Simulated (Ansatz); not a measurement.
The starting structures come from a database of crystals and need not be the phases stable at ambient conditions.

Tunnelling through a barrier is set by its complex band structure: the current falls as exp(−2κd) with the smallest κ.

Data:

```
CELL_PARAMETERS angstrom
      4.46582     0.00000     0.03327
      0.00000     9.89092     0.00000
      2.21621     4.94546     2.24959
ATOMIC_POSITIONS crystal
  Li 0.75000 0.62501 0.00000
  Li 0.25000 0.37499 0.00000
  Al 0.75000 0.12500 0.00000
  Al 0.25000 0.87500 0.00000
  H  0.18722 0.39143 0.63976
  H  0.81278 0.60857 0.36024
  H  0.31278 0.03119 0.36024
  H  0.68722 0.96881 0.63976
  H  0.32697 0.21841 0.48580
  H  0.67303 0.78159 0.51420
  H  0.17303 0.70421 0.51420
  H  0.82697 0.29579 0.48580
```

Space group of this cell: I4_1/a. The cell was relaxed by PBE-D3(BJ); by r2SCAN its mean pressure is 1.4 GPa.

Transport runs along the normal of the first two printed cell vectors, the (100) plane of the conventional cell.

The gap is the functional's own. No spin-orbit coupling. Mid-gap values are interpolated on the energy grid.

Q: State the band gap and the smallest decay constant κ at mid-gap according to r2SCAN (Ansatz, an electronic-structure program).

A: Gap 4.33 eV on a 14×14×14 mesh; κ = 0.325 1/Å, at the zone centre.
